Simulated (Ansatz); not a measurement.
Reference: CdTe (F-43m), PBEsol with spin-orbit coupling, rigid bands (plane waves, PAW; Ansatz, a first-principles code); axes and stresses refer to this cell.

```
CdTe
1.0
    0.00000     3.24462     3.24462
    3.24462     0.00000     3.24462
    3.24462     3.24462     0.00000
Cd Te
1 1
Direct
  0.00000   0.00000   0.00000
  0.25000   0.25000   0.25000
```

- Seebeck coefficient, p-type 1e19 cm⁻³ = 265 μV/K
- hole conductivity mass = 0.54 mₑ
- band gap = 0.38 eV

Task: Change: uniaxial stress along [111] of 1 GPa (compression positive). What happens to Seebeck coefficient, p-type 1e19 cm⁻³, hole conductivity mass, band gap?

Result: Seebeck coefficient, p-type 1e19 cm⁻³ shrinks to 226 μV/K; hole conductivity mass drops to 0.37 mₑ; band gap falls to 0.35 eV.

Task: Change: uniaxial stress along [111] of 2 GPa (compression positive). What happens to Seebeck coefficient, p-type 1e19 cm⁻³, hole conductivity mass, band gap?

Result: Seebeck coefficient, p-type 1e19 cm⁻³ decreases to 187 μV/K; hole conductivity mass decreases to 0.26 mₑ; band gap decreases to 0.32 eV.

Masses are for dilute carriers at 300 K, harmonic means over directions unless an axis is named. Seebeck coefficients are for the stated density at 300 K, with one relaxation time for all states and whether or not that doping can be reached. Stresses and pressures are the targets of the relaxation.  The structure type is held under load, also where the real crystal would transform.
